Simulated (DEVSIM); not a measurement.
System: Ti/Al2O3/n-Ge capacitor, at 250 K.

Layer 1 from the left is Al2O3, thickness (nm) 2.80. Layer 2 from the left is Ge, thickness (nm) 640, Nd (cm⁻³) 4.3e16.

Metal gate on the left, work function 4.33 eV. Fixed charge at the semiconductor interface 4.3e10 cm⁻² (in units of +e); no interface traps.

This is a model device: material constants are rounded textbook-type values typed into the input, and sizes, dopings and lifetimes were drawn at random. Values at 300 K; Nc and Nv go as T^1.5, mobilities as T to minus their exponent, the gap by Varshni's rule with the affinity fixed.

Al2O3: gap (eV) 6.8, affinity (eV) 1.35, permittivity 9. Ge: gap (eV) 0.664, affinity (eV) 4, permittivity 16, Nc (cm⁻³) 1.04e19, Nv (cm⁻³) 6e18, Varshni α (eV/K) 0.000477, Varshni β (K) 235.

Q: Estimate by hand the flat-band voltage, the threshold voltage, and compare with a numerical solution.

A: 
- Flat-band voltage: C = 2.85 μF/cm², work-function difference 0.218 V; VFB = φms − qNf/C = 0.22 V; numerical 0.22 V.
- Threshold voltage: φF = 0.235 V, depletion charge √(4εqNφF) = 9.58e-8 C/cm²; VT = VFB − 2φF − Qd/C = -0.29 V; numerical -0.29 V.

Model (solved in DEVSIM): 1D Poisson equation in equilibrium, Boltzmann statistics, complete ionisation; no quantum confinement or tunnelling. Metal contacts follow the ideal Schottky-Mott rule: no Fermi-level pinning, no interface dipoles.
